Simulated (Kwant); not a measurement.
Model system: wire with a side stub in a Ge (holes) two-dimensional gas. Effective mass 0.06 mₑ, grid spacing 5 nm, hard walls, nominal width 150 nm (29 grid rows, so walls 150 nm apart), one parabolic valley, scattering region 450 nm long along x; energies count from the band bottom; Fermi energy swept from 0.00022283 to 0.0026461 eV. Closed stub on one side, 200 nm wide and 300 nm deep.

Constants are typed, rounded textbook-type inputs, not results; the design itself was drawn at random and stands for no fabricated device.

Kwant, effective-mass tight-binding model on a square grid, one spin, coherent transport at 0 K. Conductance is in e²/h.

Problem. How many channels do the leads carry at E = 0.874, 1.46 meV?

Solution. The hard-wall thresholds are n² ħ²π²/(2mW²) = n² × 0.279 meV with W = 150 nm. √(0.874/0.279) = 1.77, so 1. √(1.46/0.279) = 2.29, so 2.
